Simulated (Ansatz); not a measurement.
# Y: energy against strain

Y (hcp, P6_3/mmc, 32.941 Å³/atom at rest, c along z) under an equal strain ε in the (0001) plane with the normal axis free, as in a coherent film. PBE in Ansatz, a plane-wave DFT program (PAW, default set), 420 eV, 18×18×10 Γ-centred mesh, Fermi-Dirac smearing 0.10 eV; ions are relaxed within the symmetry of each cell.

Here s stands for strain and y for E less E0.

| strain (%) | E less E0 (meV/atom) |
|---|---|
| -1.50 | 4.55 |
| -1.00 | 2.12 |
| -0.50 | 0.60 |
| 0.00 | 0.00 |
| 0.50 | 0.30 |
| 1.00 | 1.51 |
| 1.50 | 3.59 |
| 3.00 | ? |

Fit y of the 7 rows that show it with a parabola. Least squares gives y = 0.000 - 0.3143·s + 1.8095·s². Residuals (row less fit): 0.007, -0.004, -0.010, 0.000, 0.005, 0.015, -0.010; standard error 0.011 (degrees of freedom: 4). Twice the quadratic coefficient over the volume, 2 × 1.8095 meV × 10⁴ × 0.1602 / 32.941 Å³, is twice the biaxial elastic modulus of this plane = 176 ± 0.5 GPa.

Problem. What does the fit predict for y at s = 3.00, and how far is the calculated value from it?

Solution. y = 0.000 - 0.3143 × 3.0 + 1.8095 × 3.0² = 15.343 meV/atom. The calculation gives 14.99 meV/atom, 0.353 meV/atom below the prediction (2.4 % of the range of y in the table). The row lies outside the fitted rows, so this is an extrapolation. From the scatter of the fitted rows alone, a prediction at this place has a standard error of 0.043 meV/atom, so the miss is 8.2 times that.

One order more, fitted to all 13 runs of the series, follows each within 0.02, so the miss is the next term of a smooth law. In a metal these values are sensitive to mesh and smearing; energies are taken to zero smearing, stresses follow the free energy. Rows are the converged runs of the series near zero and its far end; series whose fitted rows scatter by over a few per cent of the range, as at a crossing or softening among them, aren't shown in this form. Most that stay on the fit to the last digits aren't either.
